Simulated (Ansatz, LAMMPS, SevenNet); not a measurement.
## How well does each level of theory give the lattice parameter a of fluorite PtAl2?

Reference value: 5.91 Å (measured, temperature not stated, copied from a table, unchecked, no zero-point or thermal correction; as tabulated in Crystal Structures 1, 239 (1963)).

```
level (code)                         value (Å)
-----------------------------------  ---------
Lennard-Jones jacobson2022 (LAMMPS)      6.372
SevenNet-l3i5 (SevenNet)                 5.946
LDA (Ansatz)                               ___
PBE (Ansatz)                             5.946
PBE-D3(BJ) (Ansatz)                      5.885
r²SCAN+SOC (Ansatz)                        ___
PBE0 (Ansatz)                            5.905
```

**Question.** Some entries are withheld; supply them.

**Answer.** 
- LDA (Ansatz, a program for electronic structure), value (Å): 5.853
- r²SCAN+SOC (Ansatz), value (Å): 5.896

Differences against the reference: Lennard-Jones jacobson2022 +7.82 %, SevenNet-l3i5 +0.61 %, LDA -0.96 %, PBE +0.61 %, PBE-D3(BJ) -0.42 %, r²SCAN+SOC -0.24 %, PBE0 -0.08 %.

Leaving aside Lennard-Jones jacobson2022, which can be fitted to such values or carry a doubt: The reference's temperature isn't stated, so close values are not ranked against it.

The reference has no zero-point or thermal correction, while the calculations are for a static lattice, so the differences are not the levels' errors alone. A static lattice is as a rule a little smaller than the measured one.  Density-functional levels without +SOC have no spin–orbit coupling. Lennard-Jones jacobson2022: the cell moved over 20 % in volume from its start. Lennard-Jones jacobson2022: the pair parameters belong to the elements and are mixed by rule. Lennard-Jones jacobson2022: pair potentials favour close packing, so symmetry can be all that holds this lattice. Cutoffs and k meshes differ between the levels. Ansatz's density-functional and Hartree–Fock values are scalar-relativistic unless marked +SOC, with PAW data made under PBE.

Empirical potentials (Lennard-Jones jacobson2022) are fitted to chosen data, which need not cover the solid at hand: agreement can be built in, and what lay outside the fit can be far off. Machine-learned potentials (SevenNet-l3i5) are trained on DFT data, which may include these solids.

Differences are worked out from the printed values.
